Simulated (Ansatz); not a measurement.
The reference is BAs in the zinc blende structure (space group F-43m, No. 216; a = 4.732 Å). Axes: x, y, z lie along the cube axes.

Calculations: Ansatz (a quantum-chemistry and plane-wave program) LDA, no spin-orbit coupling.

One thing is altered: uniaxial strain ε_zz = +2.50 %, all other strain components held at zero; the atoms relax in the strained cell.

Question: Predict the stress tensor and what it implies for the stiffness.

Answer: Stress of the strained cell less that of the base (GPa, compression positive):
```
  -1.67    0.00    0.00
   0.00   -1.67    0.00
   0.00    0.00   -7.03
```

Then −Δσ_ii/ε with ε = 0.0250 gives secant stiffness values (nonlinear terms included at this strain): C33 ≈ 281 GPa, C13 ≈ 67 GPa and C23 ≈ 67 GPa.

As a check, the harmonic strain energy −½ V₀ Δσ:ε is 7.3 meV/atom; the computed energy rise is 7.3 meV/atom.

Whether these cells are dynamically stable was not tested.
